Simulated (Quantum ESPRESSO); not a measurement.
Worked example: self-consistent single point of a (001) slab of NaCl (cut from a parent of space group no. 225; 4 atoms in the cell) in Quantum ESPRESSO.

Method of the run: PBE, GBRV 1.5 ultrasoft (PBE) pseudopotentials (plane waves; Quantum ESPRESSO).

```yaml
crystal:
  lattice:
    - [4.00005, 0.00000, 0.00000]
    - [-4.00005, 4.00005, 0.00000]
    - [0.00000, 0.00000, 16.82850]
  atoms:
    - { symbol: Cl, position: [0.00000, 0.50000, 0.58404] }
    - { symbol: Cl, position: [0.00000, 0.00000, 0.41596] }
    - { symbol: Na, position: [0.00000, 0.00000, 0.58404] }
    - { symbol: Na, position: [0.00000, 0.50000, 0.41596] }
```

Reference input (self-consistent single point, DFT, PBE, plane waves, GBRV 1.5 ultrasoft (PBE) pseudopotentials): ecutwfc = 40 Ry; ecutrho = 200 Ry; occupations = smearing; smearing = fd; degauss = 0.000734986 Ry; mixing_mode = local-TF; potentials = {Cl: cl_pbe_v1.4.uspp.F.UPF, Na: na_pbe_v1.5.uspp.F.UPF}; K_POINTS = automatic 4 4 1 0 0 0; conv_thr = 1e-10 Ry; mixing_beta = 0.3. This run's input differs from it in these lines:

```diff
@@ -13,4 +13,4 @@
  ntyp = 2
- ecutwfc = 40
- ecutrho = 200
+ ecutwfc = 28
+ ecutrho = 140
  occupations = 'smearing'
```

Output (repeated stretches shortened):

```
     Self-consistent Calculation

     iteration #  1     ecut=    28.00 Ry     beta= 0.30

---- Real-time Memory Report at c_bands before calling an iterative solver
           210 MiB given to the printing process from OS
            49 MiB allocation reported by mallinfo(arena+hblkhd)
------------------

     Threshold (ethr) on eigenvalues was too large:
     Diagonalizing with lowered threshold

---- Real-time Memory Report at c_bands before calling an iterative solver
           224 MiB given to the printing process from OS
            62 MiB allocation reported by mallinfo(arena+hblkhd)
------------------

   [... lines left out ...]
           246 MiB given to the printing process from OS
            83 MiB allocation reported by mallinfo(arena+hblkhd)
------------------

     negative rho (up, down):  3.024E-02 0.000E+00

     total energy              =    -257.74536030 Ry
     estimated scf accuracy    <          1.4E-10 Ry

     iteration # 18     ecut=    28.00 Ry     beta= 0.30

---- Real-time Memory Report at c_bands before calling an iterative solver
           246 MiB given to the printing process from OS
            83 MiB allocation reported by mallinfo(arena+hblkhd)
------------------

     negative rho (up, down):  3.024E-02 0.000E+00
     End of self-consistent calculation

     the Fermi energy is    -2.4410 ev

!    total energy              =    -257.74536030 Ry
     estimated scf accuracy    <          7.7E-11 Ry
     smearing contrib. (-TS)   =       0.00000000 Ry
     internal energy E=F+TS    =    -257.74536030 Ry

     convergence has been achieved in  18 iterations

     negative rho (up, down):  3.024E-02 0.000E+00

     Forces acting on atoms (cartesian axes, Ry/au):

     atom    1 type  1   force =     0.00000000    0.00000000    0.00689809
     atom    2 type  1   force =     0.00000000    0.00000000   -0.00689809
     atom    3 type  2   force =     0.00000000    0.00000000   -0.00592136
     atom    4 type  2   force =     0.00000000    0.00000000    0.00592136

     Total force =     0.012857     Total SCF correction =     0.000006

     negative rho (up, down):  3.024E-02 0.000E+00
          total   stress  (Ry/bohr**3)                   (kbar)     P=      -28.16
  -0.00020121   0.00000000   0.00000000          -29.60        0.00        0.00
   0.00000000  -0.00020121   0.00000000            0.00      -29.60        0.00
   0.00000000   0.00000000  -0.00017192            0.00        0.00      -25.29

   JOB DONE.
```

The run converged in 18 iterations. Against the reference run the free energy rises by 136 meV/atom, the largest force hardly changes (0.174 to 0.177 eV/Å) and the gap on the mesh moves little (4.876 to 4.869 eV).

The starting cell has typed, rounded lattice constants, without a prior relaxation at this level. The slab is cut from that crystal, and its faces are unrelaxed. Its lattice was rescaled by up to half a per cent. Spin polarisation is off, though cut faces can carry moments; a gap of a slab can lie between surface states.

Cost on one core of a shared machine: roughly 40 s.
